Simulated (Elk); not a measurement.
Worked example: self-consistent single point of ZnGe3 (Pm-3m, 4 atoms in the cell) in Elk.

Method: Elk 10.2.4 with LDA (PW92), all-electron FP-LAPW, Elk's shipped species files, APW+lo basis with extra local orbitals.

```xyz
4
Lattice="4.2224 0.0000 0.0000 0.0000 4.2224 0.0000 0.0000 0.0000 4.2224" Properties=species:S:1:pos:R:3 pbc="T T T"
Zn     0.0000     0.0000     0.0000
Ge     0.0000     2.1112     2.1112
Ge     2.1112     0.0000     2.1112
Ge     2.1112     2.1112     0.0000
```

Reference input (self-consistent single point, DFT, PBEsol, all-electron FP-LAPW, Elk's shipped species files, APW+lo basis with extra local orbitals): xctype = 22; rgkmax = 8; stype = 0; swidth = 0.00499791 Ha; ngridk = 10 10 10; gmaxvr = 16 1/bohr; nxlo = 2; lorbcnd = true; lmaxi = 2. This run's input differs from it in these lines:

```diff
@@ -4,3 +4,3 @@
 xctype
-  22
+  3
```

The program printed (abridged):

```
│ Self-consistent loop started │
│ Loop number : 1 │
 total energy                :     -8086.89237065
│ Loop number : 2 │
 total energy                :     -8087.02758896
RMS change in Kohn-Sham potential (target) :   0.9531534901E-01 (  0.1000000000E-05)
Absolute change in total energy (target)   :   0.1352183093     (  0.1000000000E-03)
│ Loop number : 3 │
 total energy                :     -8087.07099077
RMS change in Kohn-Sham potential (target) :   0.8909278005E-01 (  0.1000000000E-05)
Absolute change in total energy (target)   :   0.7720638765E-01 (  0.1000000000E-03)
│ Loop number : 4 │
   [... lines left out ...]
Absolute change in total energy (target)   :   0.8000420576E-03 (  0.1000000000E-03)
│ Loop number : 14 │
 total energy                :     -8081.96810285
RMS change in Kohn-Sham potential (target) :   0.1957189706E-06 (  0.1000000000E-05)
Absolute change in total energy (target)   :   0.1834613840E-03 (  0.1000000000E-03)
│ Loop number : 15 │
 total energy                :     -8081.96813430
RMS change in Kohn-Sham potential (target) :   0.1463217362E-07 (  0.1000000000E-05)
Absolute change in total energy (target)   :   0.1441875338E-04 (  0.1000000000E-03)
Convergence targets achieved

│ Loop number : 16 │

Energies :
 Fermi                       :     0.238018068670
 total energy                :     -8081.96813584

Density of states at Fermi energy :    41.12780455
 (states/Hartree/unit cell)

Estimated indirect band gap :   0.2654562870E-02
 from k-point     32 to k-point     39
Estimated direct band gap   :   0.1226318798E-01
 at k-point     32

Charges :
 core                        :    66.00000000
 valence                     :    60.00000000
 interstitial                :    6.048744789
 muffin-tins (core leakage)
  species :    1 (Zn)
   atom    1                 :    28.82395765     (  0.8475084879E-04)
  species :    2 (Ge)
   atom    1                 :    30.37576585     (  0.3406420709E-03)
   atom    2                 :    30.37576585     (  0.3406420709E-03)
   atom    3                 :    30.37576585     (  0.3406420709E-03)
 total in muffin-tins        :    119.9512552
 total calculated charge     :    125.9670864
 total charge                :    126.0000000
 error                       :   0.3291356817E-01

│ Self-consistent loop stopped │
```

The run converged in 16 iterations. The count includes the last loop, which Elk runs after its targets are met. 

The starting cell comes from a database of computed structures (which also holds hypothetical and non-ambient phases and stackings), without a prior relaxation at this level. Values depend on the basis (sphere radii, cutoffs, local orbitals), which need not be converged. The log's line on a gap gives a spacing of levels on this mesh, which the program prints for metals too.

Cost on one core of a shared machine: roughly 2 min.
